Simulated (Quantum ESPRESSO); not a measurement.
## Convergence series on HfPRu (P-62m, 9 atoms in the cell)

```xyz
9
Lattice="6.5409 0.0000 0.0000 -3.2704 5.6646 0.0000 0.0000 0.0000 3.8515" Properties=species:S:1:pos:R:3 pbc="T T T"
Hf    -1.9083     3.3053     1.9258
Hf     3.8167     0.0000     1.9258
Hf     1.3621     2.3592     1.9258
P      3.2704     1.8882     0.0000
P      0.0000     3.7764     0.0000
P      0.0000     0.0000     1.9258
Ru     1.6117     0.0000     0.0000
Ru     2.4646     4.2688     0.0000
Ru    -0.8058     1.3958     0.0000
```

Method: PBEsol, GBRV 1.5 ultrasoft (PBESOL) pseudopotentials (plane waves; Quantum ESPRESSO).

The starting cell comes from a database of computed structures (which also holds hypothetical and non-ambient phases and stackings), without a prior relaxation at this level. Its lattice was rescaled by a random factor within 2.5 % of one. Spin polarisation is off; with an odd number of electrons in the cell that forces a metal, and a magnetic state may lie lower. In the base run, with a pressure of about -16 GPa the cell is away from its equilibrium volume at this level.

Held fixed: ecutwfc = 40 Ry; ecutrho = 320 Ry; occupations = smearing; smearing = fermi-dirac; degauss = 0.0073499 Ry; potentials = {Hf: hf_pbesol_v1.uspp.F.UPF, P: p_pbesol_v1.5.uspp.F.UPF, Ru: ru_pbesol_v1.2.uspp.F.UPF}; K_POINTS = automatic 3 3 5 1 1 1; conv_thr = 1e-10 Ry; mixing_beta = 0.7.

ΔF is the free energy per atom less that of the last row (114).

| nbnd | ΔF (meV/atom) | pressure (GPa) | largest force (eV/Å) | bands | iterations |
|---|---|---|---|---|---|
| 50 | 0.72 | -16.32 | 0.117 | 50 | 20 |
| 51 | 0.03 | -16.29 | 0.112 | 51 | 22 |
| 52 | 0.00 | -16.29 | 0.112 | 52 | 16 |
| 54 | 0.00 | -16.29 | 0.112 | 54 | 17 |
| 58 | 0.00 | -16.29 | 0.112 | 58 | 15 |
| 66 | 0.00 | -16.29 | 0.112 | 66 | 14 |
| 82 | 0.00 | -16.29 | 0.112 | 82 | 13 |
| 114 | 0.00 | -16.29 | 0.112 | 114 | 13 |

Pressure within 0.2 GPa of the last row: from nbnd = 50 on, the coarsest one. The value it settles on is -16.3 GPa at this level of theory and with the other settings as held.
